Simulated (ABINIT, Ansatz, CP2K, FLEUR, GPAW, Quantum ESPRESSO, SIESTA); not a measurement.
**ScAl (Cmcm, 4 atoms in the cell) computed with different codes at matched settings**

Self-consistent single point.

```yaml
crystal:
  lattice:
    - [2.16967, -5.26545, 0.00000]
    - [2.16967, 5.26545, 0.00000]
    - [0.00000, 0.00000, 3.78223]
  atoms:
    - { symbol: Sc, position: [0.86468, 0.13532, 0.25000] }
    - { symbol: Sc, position: [0.13532, 0.86468, 0.75000] }
    - { symbol: Al, position: [0.58450, 0.41550, 0.25000] }
    - { symbol: Al, position: [0.41550, 0.58450, 0.75000] }
```

All programs got the same cell, k-point mesh and kind of occupations (in Ansatz's words: kpoints.mp_grid.grid = 6 6 6; scf.occupations.method = fermi_dirac; scf.occupations.width = 0.0073 Ry); potentials, basis and cutoffs are each program's usual ones.

```csv
code,model,pressure (GPa),largest force (eV/Å),k-points,cutoff
SIESTA,"GGA PBEsol, numerical atomic orbitals DZP, PseudoDojo PBEsol standard norm-conserving potentials (rewritten from UPF to PSML)",-2.93,0.164,132,grid 400 Ry
CP2K,"PBEsol, GPW, DZVP-MOLOPT-SR-GTH basis, GTH-PBE potentials (GTH_POTENTIALS)",-2.24,0.118,112,grid 600 Ry
ABINIT,"PBEsol, PAW (JTH v2.0 PBE PAW, files made for PBE)",-2.51,0.086,52,30 Ha
Ansatz,"PBEsol, PAW files made with PBE",-2.62,0.077,52,default
GPAW,"PBEsol, GPAW PAW datasets PBEsol (made by gpaw-setup)",-2.57,0.085,52,850 eV
Quantum ESPRESSO,"PBEsol, PseudoDojo standard norm-conserving (PBESOL) pseudopotentials",-2.66,0.070,52,80 Ry
FLEUR,"PBEsol, all-electron FLAPW (FLEUR), scalar-relativistic valence",–,0.084,52,Kmax 3.8 1/bohr
```

Size of the force on each atom (eV/Å): Sizes of forces hide their directions.

| code | Sc1 | Sc2 | Al3 | Al4 |
|---|---|---|---|---|
| SIESTA | 0.017 | 0.017 | 0.164 | 0.164 |
| CP2K | 0.015 | 0.015 | 0.118 | 0.118 |
| ABINIT | 0.017 | 0.017 | 0.086 | 0.086 |
| Ansatz | 0.015 | 0.015 | 0.077 | 0.077 |
| GPAW | 0.018 | 0.018 | 0.085 | 0.085 |
| Quantum ESPRESSO | 0.015 | 0.015 | 0.070 | 0.070 |
| FLEUR | 0.017 | 0.017 | 0.084 | 0.084 |

A dash marks a value that a program does not give, or that is left out as unsure.

The spread over the programs that give each value: pressure within 0.69 GPa; largest force within 0.094 eV/Å.

The starting cell comes from a database of computed structures (which also holds hypothetical and non-ambient phases and stackings), without a prior relaxation at this level. Its lattice was rescaled by a random factor within 2.5 % of one.

Task: Why do the programs differ, and what cannot be compared?

Result: Differences of this kind can come from the potentials, where these differ, and from what each basis and cutoff leave unconverged. The zero of total energies and Fermi levels follows the potentials and each program's conventions, so they are not compared here. SIESTA and CP2K use small atom-centred bases, whose incompleteness enters pressures, forces and empty levels differently from a plane-wave cutoff. FLEUR treats all electrons, but the usual bases taken here (sphere radii, linearisation, local orbitals, empty states) were not tested for convergence, so the values are no reference for the others. Ansatz's pressure is given at a fixed set of plane waves, as the other plane-wave codes print theirs. Ansatz's smearing width was typed in Ry to four decimals, so it matches the others to a few per cent. The programs reduce the same mesh by symmetry to different extents, which changes the work and not the result. In the force vectors, SIESTA (by 0.082) lies more than 0.08 eV/Å from the median of the plane-wave programs.

Left out of this page: Elk (not drawn, or without a comparable value).

Ansatz is a program for electronic structure.

Keys are those of Ansatz 0.2.
